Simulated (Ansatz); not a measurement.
## How far to go with the k-point mesh: LaTl3 (P4mm, 4 atoms in the cell)

```yaml
crystal:
  lattice:
    - [4.83763, 0.00000, 0.00000]
    - [0.00000, 4.83763, 0.00000]
    - [0.00000, 0.00000, 4.83763]
  atoms:
    - { symbol: La, position: [0.00000, 0.00000, 0.01034] }
    - { symbol: Tl, position: [0.00000, 0.50000, 0.50000] }
    - { symbol: Tl, position: [0.50000, 0.00000, 0.50000] }
    - { symbol: Tl, position: [0.50000, 0.50000, 0.00000] }
```

Computed with PBEsol, default PAW files made with PBE (plane waves; Ansatz, a first-principles code).

Base settings: basis.ecutwfc = 30.9 Ry; kpoints.mp_grid.grid = 7 7 7; hamiltonian.xc = pbesol; hamiltonian.pseudopotentials = {kind: paw} (the program's default PAW files); scf.occupations.method = fermi_dirac; scf.occupations.width = 0.0073 Ry.

The second cell is the first with its lattice scaled by 0.98.

Only quantities that move along the ladder and can be compared are tabulated.

The count of work is k-points × plane waves × bands × iterations; it is no time. Core times come from one kind of shared machine, to one figure; runs under 30 s give none.

The starting cell comes from a database of computed structures (which also holds hypothetical and non-ambient phases and stackings), without a prior relaxation at this level. Its lattice was rescaled by up to half a per cent. One atom was moved a little off its site on purpose. Ansatz's pressure includes its estimate of the finite-basis (Pulay) stress.

```csv
kpoints.mp_grid.grid,free energy less the last step's (meV/atom),energy of the compressed cell less the first (meV/atom),pressure (GPa),largest difference of a force vector from the last step's (eV/Å),count of work / last,core time / last (rough)
1 1 1,925.65,45.89,2.64,0.295,0.0021,–
2 2 2,-69.55,-14.90,-2.97,0.091,0.0096,–
3 3 3,27.45,5.37,-1.04,0.029,0.0083,–
4 4 4,-22.83,3.63,-1.24,0.019,0.025,–
5 5 5,-13.24,3.94,-1.22,0.010,0.025,–
6 6 6,-12.42,2.88,-1.31,0.007,0.055,–
7 7 7,-0.87,2.83,-1.29,0.001,0.055,–
8 8 8,-0.69,2.88,-1.29,0.004,0.10,–
9 9 9,-0.04,2.91,-1.29,0.002,0.10,–
10 10 10,0.04,2.70,-1.31,0.002,0.17,0.1
11 11 11,0.74,2.98,-1.28,0.002,0.17,0.2
13 13 13,0.22,3.10,-1.27,0.001,0.27,0.3
15 15 15,0.05,3.09,-1.28,0.001,0.40,0.3
16 16 16,0.03,3.07,-1.28,0.000,0.56,0.3
20 20 20,0.00,3.02,-1.28,0.000,1.0,1
```

Coarsest kpoints.mp_grid.grid that holds the free energy within 1 meV/atom of the last step, with all finer ones: 7 7 7, at 0.055 of the last step's count of work; the step before is off by 12 meV/atom.

Coarsest kpoints.mp_grid.grid that holds the pressure within 0.1 GPa of the last step, with all finer ones: 4 4 4, at 0.025 of the last step's count of work; the step before is off by 0.24 GPa.

The energy difference between the two cells stays within 1 meV/atom of the last step's from 4 4 4 on, the total only from 7 7 7 on: much of the error is common to both cells and cancels.

Two neighbours can agree and both be off: 5 5 5 and 6 6 6 differ by 0.82 meV/atom in the free energy, yet lie about 12 meV/atom from the last step.

Keys are those of Ansatz 0.2.
